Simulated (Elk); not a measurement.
**Elk run on Sn2Ir (Fm-3m, 3 atoms in the cell): self-consistent single point**

Level of theory: PBEsol, all-electron FP-LAPW, Elk's shipped species files, default APW+lo basis (Elk).

Input as run:

```
tasks
  0

xctype
  22

rmtscf
  0.91

swidth
  0.00367493

maxscl
  100

scale
  1.889726125

avec
    0.0000000000    3.1835250000    3.1835250000
    3.1835250000    0.0000000000    3.1835250000
    3.1835250000    3.1835250000    0.0000000000

atoms
  2
  'Sn.in'
  2
  0.7500000000  0.7500000000  0.7500000000    0.0 0.0 0.0
  0.2500000000  0.2500000000  0.2500000000    0.0 0.0 0.0
  'Ir.in'
  1
  0.0000000000  0.0000000000  0.0000000000    0.0 0.0 0.0

ngridk
  12 12 12
```

The program printed (abridged):

```
│ Elk code version 10.2.4 │

All units are atomic (Hartree, Bohr, etc.)

│ Ground-state run starting from atomic densities │

Lattice vectors :
   0.000000000       6.015990362       6.015990362
   6.015990362       0.000000000       6.015990362
   6.015990362       6.015990362       0.000000000

Unit cell volume      :    435.4631313
Brillouin zone volume :   0.5696239144

Muffin-tin inner radius fraction :   0.1000000000E-01

Nuclei treated as point charges

Species :    1 (Sn)
 parameters loaded from : Sn.in
 name : tin
 nuclear charge    :   -50.00000000
 electronic charge :    50.00000000
 atomic mass :    216395.0920
 muffin-tin radius :    2.366000000
 number of radial points in muffin-tin :    597
 atomic positions (lattice), magnetic fields (Cartesian) :
   1 :  -0.25000000 -0.25000000 -0.25000000    0.00000000  0.00000000  0.00000000
   2 :   0.25000000  0.25000000  0.25000000    0.00000000  0.00000000  0.00000000

Species :    2 (Ir)
 parameters loaded from : Ir.in
 name : iridium
 nuclear charge    :   -77.00000000
 electronic charge :    77.00000000
 atomic mass :    350390.1559
 muffin-tin radius :    2.548000000
 number of radial points in muffin-tin :    697
 atomic positions (lattice), magnetic fields (Cartesian) :
   1 :   0.00000000  0.00000000  0.00000000    0.00000000  0.00000000  0.00000000

Total number of atoms per unit cell :    3

Spin treatment :
 spin-unpolarised

Number of Bravais lattice symmetries :   48
Number of crystal symmetries         :   48
Crystal has inversion symmetry
Real symmetric eigensolver will be used

k-point grid :     12    12    12
k-point offset :    0.000000000       0.000000000       0.000000000
k-point set is reduced with full crystal symmetry group
Total number of k-points :       72

Muffin-tin radius times maximum |G+k| :    7.000000000
 using average radius
Maximum |G+k| for APW functions       :    2.884615385
Maximum (1/2)|G+k|²                   :    4.160502959
Maximum |G| for potential and density :    12.00000000
 potential will be trimmed for |G| > 2 gkmax
Constant for pseudocharge density :    8
Radial integration step length :    4

G-vector grid sizes :     35    35    35
Number of G-vectors :    12675

Maximum angular momentum used for
 APW functions                      :    8
 outer part of muffin-tin           :    6
 inner part of muffin-tin           :    1

Total nuclear charge    :   -177.0000000
Total core charge       :    108.0000000
Total valence charge    :    69.00000000
Total excess charge     :    0.000000000
Total electronic charge :    177.0000000

Effective Wigner radius, rₛ :   0.8374582626

Number of empty states         :   12
Total number of valence states :   47
Total number of core states    :  108

Total number of local-orbitals :   65

Exchange-correlation functional :     22     0     0
 PBEsol, Phys. Rev. Lett. 100, 136406 (2008)
 gradient requirement :    1
 generalised gradient approximation (GGA)

Smearing type :    3
 Fermi-Dirac
Smearing width :   0.3674930000E-02
Effective electronic temperature (K) :    1160.451112

Mixing type :    3
 Broyden mixing, J. Phys. A: Math. Gen. 17, L317 (1984)

Kohn-Sham potential initialised from atomic data

│ Self-consistent loop started │
│ Loop number : 1 │
 total energy                :     -30229.2678690
│ Loop number : 2 │
 total energy                :     -30228.6171522
RMS change in Kohn-Sham potential (target) :   0.1494744881     (  0.1000000000E-05)
Absolute change in total energy (target)   :   0.6507168461     (  0.1000000000E-03)
│ Loop number : 3 │
 total energy                :     -30227.7434248
RMS change in Kohn-Sham potential (target) :   0.1407624058     (  0.1000000000E-05)
Absolute change in total energy (target)   :    1.036406570     (  0.1000000000E-03)
│ Loop number : 4 │
 total energy                :     -30226.4641481
RMS change in Kohn-Sham potential (target) :   0.1322728644     (  0.1000000000E-05)
Absolute change in total energy (target)   :    1.538378341     (  0.1000000000E-03)
│ Loop number : 5 │
 total energy                :     -30217.0546505
RMS change in Kohn-Sham potential (target) :   0.7230938533E-01 (  0.1000000000E-05)
Absolute change in total energy (target)   :    9.794092211     (  0.1000000000E-03)
│ Loop number : 6 │
 total energy                :     -30209.2736762
RMS change in Kohn-Sham potential (target) :   0.2162805278E-01 (  0.1000000000E-05)
Absolute change in total energy (target)   :    10.22949736     (  0.1000000000E-03)
│ Loop number : 7 │
 total energy                :     -30205.9675545
RMS change in Kohn-Sham potential (target) :   0.4052538264E-03 (  0.1000000000E-05)
Absolute change in total energy (target)   :    5.863496089     (  0.1000000000E-03)
│ Loop number : 8 │
 total energy                :     -30206.0635046
RMS change in Kohn-Sham potential (target) :   0.1040062330E-02 (  0.1000000000E-05)
Absolute change in total energy (target)   :    1.369923858     (  0.1000000000E-03)
│ Loop number : 9 │
 total energy                :     -30206.0111495
RMS change in Kohn-Sham potential (target) :   0.6697342917E-03 (  0.1000000000E-05)
Absolute change in total energy (target)   :   0.3948361203     (  0.1000000000E-03)
│ Loop number : 10 │
 total energy                :     -30205.9615149
RMS change in Kohn-Sham potential (target) :   0.1724543696E-03 (  0.1000000000E-05)
Absolute change in total energy (target)   :   0.1483435891     (  0.1000000000E-03)
│ Loop number : 11 │
 total energy                :     -30205.9485258
RMS change in Kohn-Sham potential (target) :   0.3531763275E-04 (  0.1000000000E-05)
Absolute change in total energy (target)   :   0.5007499918E-01 (  0.1000000000E-03)
│ Loop number : 12 │
 total energy                :     -30205.9513084
RMS change in Kohn-Sham potential (target) :   0.2033506361E-04 (  0.1000000000E-05)
Absolute change in total energy (target)   :   0.9736139189E-02 (  0.1000000000E-03)
│ Loop number : 13 │
 total energy                :     -30205.9531815
RMS change in Kohn-Sham potential (target) :   0.9987771874E-05 (  0.1000000000E-05)
Absolute change in total energy (target)   :   0.5609649197E-03 (  0.1000000000E-03)
│ Loop number : 14 │
 total energy                :     -30205.9518664
RMS change in Kohn-Sham potential (target) :   0.1919961703E-05 (  0.1000000000E-05)
Absolute change in total energy (target)   :   0.1455334637E-02 (  0.1000000000E-03)
│ Loop number : 15 │
 total energy                :     -30205.9517945
RMS change in Kohn-Sham potential (target) :   0.6240171446E-06 (  0.1000000000E-05)
Absolute change in total energy (target)   :   0.4357581602E-03 (  0.1000000000E-03)
│ Loop number : 16 │
 total energy                :     -30205.9518553
RMS change in Kohn-Sham potential (target) :   0.1677167884E-06 (  0.1000000000E-05)
Absolute change in total energy (target)   :   0.4807375444E-04 (  0.1000000000E-03)
Convergence targets achieved

│ Loop number : 17 │

Energies :
 Fermi                       :     0.311216402307
 sum of eigenvalues          :     -18411.9147933
 electron kinetic            :      33349.3122431
 core electron kinetic       :      32108.2664909
 Coulomb                     :     -62885.7104087
 Coulomb potential           :     -50880.2806398
 nuclear-nuclear             :     -2329.84843627
 electron-nuclear            :     -70231.4433050
 Hartree                     :      9675.58133258
 Madelung                    :     -37445.5700888
 xc potential                :     -880.946396602
 exchange                    :     -658.213520288
 correlation                 :     -11.3385002193
 electron entropic           :    -0.168726268443E-02
 total energy                :     -30205.9518733

Density of states at Fermi energy :    39.09419737
 (states/Hartree/unit cell)

Estimated indirect band gap :   0.2502172731E-03
 from k-point     16 to k-point     12
Estimated direct band gap   :   0.1951652142E-01
 at k-point     14

Charges :
 core                        :    108.0000000
 valence                     :    69.00000000
 interstitial                :    6.120144325
 muffin-tins (core leakage)
  species :    1 (Sn)
   atom    1                 :    47.57378853     (  0.2730840692E-03)
   atom    2                 :    47.57378853     (  0.2730840692E-03)
  species :    2 (Ir)
   atom    1                 :    75.73227861     (  0.9074539320E-03)
 total in muffin-tins        :    170.8798557
 total calculated charge     :    176.9931281
 total charge                :    177.0000000
 error                       :   0.6871908126E-02

│ Self-consistent loop stopped │
```

The run converged in 17 iterations. The count includes the last loop, which Elk runs after its targets are met.

The starting cell comes from a database of computed structures (which also holds hypothetical and non-ambient phases and stackings), without a prior relaxation at this level. Spin-orbit coupling is off. Spin polarisation is off. Values depend on the basis (sphere radii, cutoffs, local orbitals), which need not be converged. The log's line on a gap gives a spacing of levels on this mesh, which the program prints for metals too.
